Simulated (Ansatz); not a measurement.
The parent structure is TiC in the rock salt structure (space group Fm-3m, No. 225; a = 4.333 Å; relaxed with 0.1 eV smearing).

Method: DFT with PBE, PAW potentials and a 420 eV plane-wave cutoff in Ansatz (an electronic-structure program), no spin-orbit coupling.

Before the change:

| Quantity | Result |
|---|---|
| Pressure | 0.0 GPa |
| Band gap | zero |

The change: an isotropic linear strain of +0.50 %; the atoms relax in the strained cell.

### Question
What happens to the pressure?

### Answer
The pressure goes from zero to -3.6 GPa.

### Question
How does this affect the energy relative to the base?

### Answer
The energy increases by 1.8 meV/atom.

### Question
How does this affect the band gap?

### Answer
The band gap is still zero.

Whether these cells are dynamically stable was not tested. The final runs are not spin-polarised.
